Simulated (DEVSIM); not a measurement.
Device: Mo/SiO2/n-InP capacitor, at 250 K.

```tsv
layer (left to right)	material	thickness (nm)	Nd (cm⁻³)
1	SiO2	20.0	-
2	InP	8600	5.2e15
```

Metal gate on the left, work function 4.6 eV. Fixed charge at the semiconductor interface 9.6e10 cm⁻² (in units of +e); interface traps 2.8e11 cm⁻² eV⁻¹, uniform in energy, neutral level at 0.5 of the gap above the valence band.

This is a model device: material constants are rounded textbook-type values typed into the input, and sizes, dopings and lifetimes were drawn at random. Values at 300 K; Nc and Nv go as T^1.5, mobilities as T to minus their exponent, the gap by Varshni's rule with the affinity fixed.

| parameter | SiO2 | InP |
|---|---|---|
| gap (eV) | 9 | 1.344 |
| affinity (eV) | 0.9 | 4.38 |
| permittivity | 3.9 | 12.5 |
| Nc (cm⁻³) | - | 5.7e17 |
| Nv (cm⁻³) | - | 1.1e19 |
| Varshni α (eV/K) | - | 0.000363 |
| Varshni β (K) | - | 162 |

DEVSIM, 1D Poisson equation in equilibrium, Boltzmann statistics, complete ionisation; no quantum confinement or tunnelling. Metal contacts follow the ideal Schottky-Mott rule: no Fermi-level pinning, no interface dipoles.

The interface trap density was swept, all else fixed.

| interface trap density (cm^-2 eV^-1) | minimum of the low-frequency capacitance (μF/cm²) | flat-band voltage (V) |
|---|---|---|
| 0 | 0.0195 | 0.03 |
| 1e10 | 0.0207 | 0.04 |
| 1e11 | 0.0313 | 0.08 |
| 2.8e11 | 0.0486 | 0.19 |
| 3e11 | 0.0502 | 0.20 |
| 1e12 | [?] | 0.58 |
| 2e12 | 0.115 | 1.12 |

Q: Fill in the missing entries.

A: 
- 1e12, minimum of the low-frequency capacitance (μF/cm²): 0.0887
